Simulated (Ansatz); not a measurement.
## Defect calculation: Al vacancy + P on the Al site (V_Al+P_Al) in zinc-blende AlP

The numbers are results of PBE, PAW (plane waves to 420 eV; Ansatz, a quantum-chemistry and plane-wave program), not measurements. The supercell holds 64 host sites (2×2×2 repeats of the unit cell), with a 2×2×2 shifted k-point sampling for the final energies. Sites at the start: the Al site; Al 3.89 Å away. Energies of charged states are corrected for periodic images (point charge plus alignment at distant sites). Dielectric constants: PBE linear response of the host. Host gap at this level: 1.63 eV. A cell of this size leaves errors of a few tenths of an eV. The semilocal functional narrows the gap, so deep levels can fall outside it. Spin–orbit coupling is left out. Each state is the lowest found from its start.

Formation energies E_f are given with the Fermi level at the valence-band maximum. Chemical conditions: Al-rich (Δμ(Al) = 0.00 eV, Δμ(P) = -1.26 eV; only phases computed here count, gases as isolated molecules at 0 K); P-rich (Δμ(Al) = -1.26 eV, Δμ(P) = 0.00 eV; only phases computed here count, gases as isolated molecules at 0 K). Reference phases: Al: fcc Al, P: black phosphorus.

```tsv
charge	moment (μB)	largest move off a lattice site (Å)	image correction with alignment (eV)	E_f, Al-rich (eV)	E_f, P-rich (eV)	above the lowest spin state (eV)
+1†	1.0	0.24	-0.01	–	–	0.00
+1†	not spin-polarised	0.24	-0.02	–	–	0.03
0†	1.0	0.23	0.00	7.22	3.42	0.00
0†	1.0	0.23	0.00	7.22	3.42	0.00
−1	not spin-polarised	0.22	0.29	7.96	4.17	0.00
−1	0.0	0.22	0.29	7.96	4.17	0.00
```

† Not settled in this cell, so no level is given: charge +1: a level filled in part; charge 0: a level filled in part.

Starting moments that weren't kept: charge +1 began with 2 μB and ended with 1.0; charge 0 began with 3 μB and ended with 1.0; charge −1 began with 2 μB and ended with 0.0.

Flagged in the runs: a doubtful potential alignment, a strain field that reaches the edge of the cell.

All states together cost roughly 70 core-minutes.
